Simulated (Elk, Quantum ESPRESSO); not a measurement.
# Equation of state of hcp Cd (space group 194): energy against volume (Elk, PBE)

```xyz
2
Lattice="2.9270 0.0000 0.0000 -1.4635 2.5349 0.0000 0.0000 0.0000 5.5201" Properties=species:S:1:pos:R:3 pbc="T T T"
Cd     1.4635     0.8450     4.1401
Cd     0.0000     1.6899     1.3800
```

Method of the run: PBE, all-electron FP-LAPW, Elk's shipped species files, APW+lo basis with extra local orbitals (Elk). Settings: xctype = 20; rgkmax = 8.55; swidth = 0.00183747 Ha; ngridk = 22 22 11; tforce = true; gmaxvr = 18 1/bohr; lmaxapw = 10; lmaxo = 8; nxlo = 2; lorbcnd = true; lradstp = 2; nrmtscf = 2; lmaxi = 4; maxscl = 100; sphere radii = {Cd: 2.6} bohr. The cell above is the first row's. The rows scale it uniformly. In all rows fractional positions and the k mesh are held. E is the free energy at the stated smearing, counted from the lowest row.

| V (Å^3/atom) | E (meV/atom) |
|---|---|
| 20.478 | 43.00 |
| 20.924 | 26.64 |
| 21.369 | 14.70 |
| 21.814 | 6.60 |
| 22.259 | 1.96 |
| 22.704 | 0.00 |
| 23.149 | 0.59 |
| 23.595 | 3.35 |
| 24.040 | ? |

Taking the third-order Birch-Murnaghan form, a cubic in V^(-2/3) for E over the 8 complete rows: With u = V^(-2/3) - 0.127, the rows have u = 0.006601, 0.004695, 0.002861, 0.001088, -0.000624, -0.002281, -0.003885, -0.005441. Least squares gives E = 3.288 + 2538.2·u + 494811·u² + 4878115·u³. Residuals (row less fit): -0.006, 0.023, -0.014, -0.042, 0.064, -0.015, -0.019, 0.009; standard error 0.043 (degrees of freedom: 4). Its minimum lies at u = -0.002670, so V0 = (0.124330)^(-3/2) = 22.81. There d²E/du² = 911500 and d³E/du³ = 2.927e7, so B0 = (4/9) × 22.81^(-7/3) × 911500 × 0.160218 = 44.0 GPa (the last factor turns the table's units into GPa), and B0' = 4 + (2/3) × 0.124330 × (2.927e7)/911500 = 6.7.

Problem. Predict the withheld E at V = 24.040 from the fit, and compare with the calculation.

Solution. u = -0.006946, so E = 3.288 + 2538.2 × (-0.006946) + 494811 × (-0.006946)² + 4878115 × (-0.006946)³ = 7.896 meV/atom. The calculation gives 7.85 meV/atom, 0.046 meV/atom below the prediction (0.1 % of the range of E in the table). The row lies outside the fitted rows, so this is an extrapolation. From the scatter of the fitted rows alone, a prediction at this place has a standard error of 0.104 meV/atom, so the miss is 0.4 times that.

Carrying the step between the two nearest rows on in a straight line would have given 6.10, off by 1.75; series whose last step already gives the withheld value aren't shown. The scan was laid around a cell of about the measured size, scaled by a guess for this functional; axis ratios and inner coordinates come from that cell. The runs keep the symmetry of the cell, so they don't test it for distortions. A plane-wave scan with the same functional (Quantum ESPRESSO, GBRV) gives V0 = 22.89 Å^3/atom and B0 = 44.0 GPa; a Birch-Murnaghan fit to all rows here lies -0.3 % from it in V0 and 0 % in B0; the two differ in basis, and may differ in potentials and mesh. Values depend on the basis (sphere radii, cutoffs, local orbitals), which need not be converged. The shape of the cell and the inner coordinates aren't relaxed, so V0 and B0 belong to this uniform scaling; a relaxed crystal lies no higher in energy and is usually softer. Sphere radii are the same in all rows. Cutoffs and mesh are single choices, not tested for convergence of this quantity. Series with a scatter that would blur these digits, or in which a gap closes, are not shown. Nor are scans whose minimum lies at an end fitted in this form.
